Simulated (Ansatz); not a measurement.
Consider the following.

End structure of the (322) surface of bcc Ta in its 1x1 cell, outermost plane spacing 0.40 Å in the ideal cut:

```xyz
27
Lattice="4.6938 0.0000 0.0000 -2.3469 9.6766 0.0000 0.0000 0.0000 26.5000" Properties=species:S:1:pos:R:3 pbc="T T T"
Ta     2.3465     6.6549     8.3302
Ta     2.3460     3.8568     8.6244
Ta     2.3469     1.0290     9.0020
Ta    -0.0001     7.8841     9.2826
Ta    -0.0006     5.1689     9.6308
Ta    -0.0002     2.3118     9.9957
Ta     2.3466     9.0771    10.3085
Ta     2.3466     6.2132    10.9338
Ta     2.3467     3.3752    11.2375
Ta     2.3466     0.5595    11.6271
Ta    -0.0001     7.4070    12.0757
Ta    -0.0002     4.5503    12.4840
Ta     0.0000     1.6923    12.8127
Ta     2.3469     8.5381    13.2500
Ta     2.3469     5.7075    13.6873
Ta     2.3472     2.8494    14.0160
Ta     2.3470    -0.0073    14.4243
Ta     0.0003     6.8402    14.8729
Ta     0.0002     4.0245    15.2625
Ta     0.0003     1.1866    15.5662
Ta     2.3472     7.9991    16.1915
Ta     2.3471     5.0879    16.5043
Ta     2.3475     2.2308    16.8692
Ta     0.0001     9.1922    17.2174
Ta     0.0000     6.3707    17.4980
Ta     0.0009     3.5429    17.8756
Ta     0.0004     0.7448    18.1698
```

Set-up: 27 atoms, 10.5 Å thick at the start (thin: gaps and levels are the slab's own); mesh 8x4x1; 0.1 eV smearing; dipole correction on; all atoms relaxed; held to the part of the start's symmetry that mesh and held atoms allow; no spin, no spin-orbit, no U.

What work function of the top face does Ansatz (a first-principles code) with PBE give?

3.90 eV

Give the surface energy (mean of both faces) at the level PBE.

2.72 J/m²
